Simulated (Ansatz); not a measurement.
CdSe (F-43m), Ansatz (an electronic-structure program) with HSE06, rigid bands: N_c = 1.00e18 cm⁻³ at 300 K and an electron conductivity mass of 0.120 mₑ.

For 1e16 electrons per cm³ at 300 K, place the Fermi level, estimate the Seebeck coefficient of a parabolic band with constant τ, and give mobility and conductivity for τ = 10 fs.

The level lies k_BT ln(N_c/n) = 0.119 eV below the conduction-band minimum. S ≈ −(k_B/e)[ln(N_c/n) + 5/2] = -612 μV/K, against -609 μV/K from the full bands (mean over directions). μ = eτ/m = 147 cm²/(V·s) and σ = neμ = 0.235 S/cm. τ is assumed, not computed.

Band transport and this doping are assumed; polarons and phonon drag are left out. Spin-orbit coupling is left out. Geometry: cell and atoms relaxed with PBEsol.
